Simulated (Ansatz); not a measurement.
Sb on the N site in wurtzite GaN: one set of geometries, relaxed with PBE, evaluated in Ansatz (PAW, plane waves to 420 eV, 500 eV under r2SCAN) with PBE, r2SCAN.

Cell and caveats: 96-site cell; 2×2×2 shifted k-points; start: the N site; charged states image-corrected; no spin–orbit coupling; energies good to tenths of an eV; flagged in the runs: a host whose relaxation on this sampling wasn't shown to rest, a strain field that reaches the edge of the cell.

| quantity | PBE | r2SCAN |
|---|---|---|
| host gap (eV) | 1.71 | 2.12 |
| ε(+1/0) above the VBM (eV) | 0.47 | 0.57 |
| largest moment on one atom at charge +1 (μB) | 0.13 | 0.14 |
| neutral formation energy against N2 molecule in a box, rhombohedral Sb (eV) | 5.84 | 5.68 |

PBE narrows the gap by 0.41 eV against r2SCAN, the highest level run, and puts the level shown 0.100 eV lower above the valence-band maximum (from the rounded values).

Ansatz is a first-principles code.
